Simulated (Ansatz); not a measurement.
Base system: KTaO$_{3}$ in the cubic perovskite structure (space group Pm-3m, No. 221; a = 3.990 Å).

Computed with Ansatz (an electronic-structure program) r2SCAN, no spin-orbit coupling.

Carriers are added at fixed cell with a uniform background; the Fermi–Dirac width is that of 300 K.

One change was made to it. Results:

```csv
quantity,base,after
Fermi level relative to the doped band's edge (positive inside the band; to 0.05 eV),–,+0.80 eV
gap between the host's bands,2.63 eV,3.01 eV
gap character,"indirect, R → Γ","indirect, R → Γ"
```

**Question.** Which of these changes matches the shifts?
(A) electrons 7.0×10^21 cm⁻³
(B) electrons 2.0×10^21 cm⁻³
(C) holes 1.0×10^22 cm⁻³
(D) holes 5.0×10^21 cm⁻³
(E) holes 7.0×10^21 cm⁻³

**Answer.** A, electrons 7.0×10^21 cm⁻³. For comparison, the Fermi level from band edge in the other runs: holes 1.0×10^22 cm⁻³ gives +0.25 eV; holes 7.0×10^21 cm⁻³ gives +0.20 eV; holes 5.0×10^21 cm⁻³ gives +0.15 eV; electrons 2.0×10^21 cm⁻³ gives +0.30 eV.

Carriers are added with a uniform compensating background; total energy and stress of such cells depend on the potential's zero and are not compared; many-body gap narrowing is missing at this level. Spin-orbit coupling, missing from the scalar runs, can matter with Ta. Stability against distortions was not tested.
